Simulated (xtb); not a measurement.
xtb 6.7.1, GFN2-xTB: Ru(CO)4(NH3), 13 atoms. The geometry is a generated start, not checked to be a minimum at this level.

```json
{
  "run_flags": "--grad",
  "method": "GFN2-xTB",
  "--acc": "1 (default)",
  "--etemp (K)": "300 (default)",
  "basis_functions": "49",
  "valence_electrons": "56"
}
```

```xyz
13

Ru    -0.4568     0.1016     0.0404
O     -1.0433    -0.0281     3.0012
C     -0.7369     0.0031     1.8955
O     -1.8594    -2.5665    -0.1504
C     -1.2494    -1.5967    -0.0833
O     -0.5892     3.1042     0.3414
C     -0.4514     1.9706     0.2253
O     -1.3726     0.5549    -2.8029
C     -0.9519     0.3682    -1.7510
N      1.9196    -0.4201    -0.1568
H      2.1099    -0.8483    -1.0590
H      2.2022    -1.0674     0.5742
H      2.4792     0.4245    -0.0748
```

Charge 0 and multiplicity 1 are set for this test and not shown to be the ground state.

One run each on 1 thread. Values of broydamp tried: 0.02, 0.05, 0.1, 0.2, 0.4 (default), 0.6, 0.8, 1.

Q: Predict the course of the SCC iterations along this series.

A: Fewest SCC iterations, within one of each other: 0.2 with 15, 0.4 (default) with 16. The count rises to 27 at 0.02. All converge to one solution.

```json
[
 {"broydamp": "0.02", "SCC iterations": "27", "end": "same solution"},
 {"broydamp": "0.05", "SCC iterations": "23", "end": "same solution"},
 {"broydamp": "0.1", "SCC iterations": "20", "end": "same solution"},
 {"broydamp": "0.2", "SCC iterations": "15", "end": "same solution"},
 {"broydamp": "0.4 (default)", "SCC iterations": "16", "end": "same solution"},
 {"broydamp": "0.6", "SCC iterations": "17", "end": "same solution"},
 {"broydamp": "0.8", "SCC iterations": "19", "end": "same solution"},
 {"broydamp": "1", "SCC iterations": "19", "end": "same solution"}
]
```
